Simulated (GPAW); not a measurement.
Input and output of a self-consistent single point for Mn₂O₃ (R-3c, 10 atoms in the cell) (GPAW).

Computed with PBEsol+U, GPAW PAW datasets PBEsol (made by gpaw-setup) (plane waves; GPAW).

The change in words: lattice scaled by 0.985; ecut: 900 eV → 540 eV. Reference geometry:
```
CELL_PARAMETERS angstrom
      2.51760     1.45354     4.55513
     -2.51760     1.45354     4.55513
      0.00000    -2.90708     4.55513
ATOMIC_POSITIONS crystal
  Mn 0.14951 0.14951 0.14951
  Mn 0.85049 0.85049 0.85049
  Mn 0.35049 0.35049 0.35049
  Mn 0.64951 0.64951 0.64951
  O  0.94655 0.25000 0.55345
  O  0.05345 0.75000 0.44655
  O  0.55345 0.94655 0.25000
  O  0.44655 0.05345 0.75000
  O  0.25000 0.55345 0.94655
  O  0.75000 0.44655 0.05345
```
Moments meant for the start (each program seeds them in its own way; μB, in the order of the atoms Mn Mn Mn Mn O O O O O O): 4.0 4.0 4.0 4.0 0.0 0.0 0.0 0.0 0.0 0.0.

Reference input (self-consistent single point, DFT PBEsol+U, plane waves, GPAW PAW datasets PBEsol (made by gpaw-setup)): spinpol = true; mode = pw; ecut = 900 eV; xc = PBEsol; setups = {Mn: :d,3.9}; kpts = 4 4 4; mesh shift (steps) = 0 0 0; occupations.name = marzari-vanderbilt; occupations.width = 0.2 eV; nbands = -18; convergence.density = 1e-05 e/electron; symmetry.symmorphic = false. This run's input differs from it in these lines:

```diff
@@ -5,5 +5,5 @@
 atoms = Atoms(['Mn', 'Mn', 'Mn', 'Mn', 'O', 'O', 'O', 'O', 'O', 'O'],
-              cell=[[2.517604, 1.453539, 4.555131],
-                    [-2.517604, 1.453539, 4.555131],
-                    [0.000000, -2.907079, 4.555131]],
+              cell=[[2.479840, 1.431736, 4.486804],
+                    [-2.479840, 1.431736, 4.486804],
+                    [0.000000, -2.863473, 4.486804]],
               scaled_positions=[[0.149510, 0.149510, 0.149510],
@@ -23,3 +23,3 @@
 calc = GPAW(spinpol=True,
-            mode=PW(900),
+            mode=PW(540),
             xc='PBEsol',
```

Output, abridged:

```
     iter     time        total  log10-change:  magmom
                         energy   eigst   dens
iter:   1 --:--:--   -86.767661                   +16.0095
iter:   2 --:--:--   -85.999721   -0.94  -1.12    +16.0029
iter:   3 --:--:--   -82.570904   -0.93  -1.17    +15.9997
iter:   4 --:--:--   -82.470387   -2.84  -1.53    +15.9997
iter:   5 --:--:--   -82.652601   -2.31  -1.58    +15.9999
iter:   6 --:--:--   -82.435371   -2.36  -2.16    +15.9999
iter:   7 --:--:--   -82.394804   -2.98  -2.16    +16.0000
iter:   8 --:--:--   -82.399864c  -4.63  -3.07    +16.0000
iter:   9 --:--:--   -82.401719c  -4.82  -3.25    +16.0000
iter:  10 --:--:--   -82.401853c  -5.43  -3.23    +16.0000
iter:  11 --:--:--   -82.401743c  -5.63  -3.79    +16.0000
iter:  12 --:--:--   -82.401744c  -7.24  -4.28    +16.0000
iter:  13 --:--:--   -82.401746c  -7.51c -4.32    +16.0000
iter:  14 --:--:--   -82.401746c  -7.86c -4.39    +16.0000
iter:  15 --:--:--   -82.401746c  -8.53c -4.52    +16.0000
iter:  16 --:--:--   -82.401746c  -9.30c -4.56    +16.0000
iter:  17 --:--:--   -82.401746c  -8.73c -4.59    +16.0000
iter:  18 --:--:--   -82.401747c  -8.34c -4.61    +16.0000
iter:  19 --:--:--   -82.401747c  -7.66c -4.67    +16.0000
iter:  20 --:--:--   -82.401746c  -8.56c -5.04c   +16.0000
Converged after 20 iterations.

Dipole moment: (-0.000000, -0.000000, 0.000000) |e|*Ang

Total magnetic moment: (0.000000, 0.000000, 16.000000)
Local magnetic moments:
   0 Mn ( 0.000000,  0.000000,  3.962553)
   1 Mn ( 0.000000,  0.000000,  3.962553)
   2 Mn ( 0.000000,  0.000000,  3.962553)
   3 Mn ( 0.000000,  0.000000,  3.962553)
   4 O  ( 0.000000,  0.000000, -0.053497)
   5 O  ( 0.000000,  0.000000, -0.053497)
   6 O  ( 0.000000,  0.000000, -0.053497)
   7 O  ( 0.000000,  0.000000, -0.053497)
   8 O  ( 0.000000,  0.000000, -0.053497)
   9 O  ( 0.000000,  0.000000, -0.053497)

Energy contributions relative to reference atoms: (reference = -138137.052334)

Kinetic:       +140.374189
Potential:     -125.041860
External:        +0.000000
XC:             -98.372881
Entropy (-ST):   -0.010180
Local:           +0.648986
   [... lines left out ...]
Free energy:    -82.401746
Fermi level: 7.80802
Gap: 0.066 eV
Direct gap: 0.082 eV
   [... lines left out ...]
  4 O    -0.07483   -0.12960    0.00000
  5 O     0.07483    0.12960   -0.00000
  6 O     0.14965    0.00000    0.00000
  7 O    -0.14965    0.00000    0.00000
  8 O    -0.07483    0.12960    0.00000
  9 O     0.07483   -0.12960   -0.00000

Stress tensor:
    -0.062594    -0.000000     0.000000
    -0.000000    -0.062594    -0.000000
     0.000000    -0.000000    -0.053179
Stress (GPa, Voigt): [-10.0286 -10.0286  -8.5202  -0.       0.      -0.    ]
```

The run converged in 20 iterations. GPAW prints stress with tension positive. Against the reference run the free energy goes up by 183 meV/atom, the largest force goes from 0.054 to 0.150 eV/Å and the size of the net moment stays at 1.60 μB/atom.

At such cutoffs GPAW's stress carries a finite-basis (Pulay) error, which enters relaxed cells too; its log prints stress with tension positive.

The starting cell comes from a database of computed structures (which also holds hypothetical and non-ambient phases and stackings), without a prior relaxation at this level. Its lattice was rescaled by a random factor within 2.5 % of one. For this run, on top of that: lattice scaled by 0.985. The magnetic order is the one reached from the typed start; others were not searched systematically. With U or open f shells several self-consistent states can exist. The log's line on a gap gives a spacing of levels on this mesh, which the program prints for metals too.

Cost on one core of a shared machine: roughly 4 min.
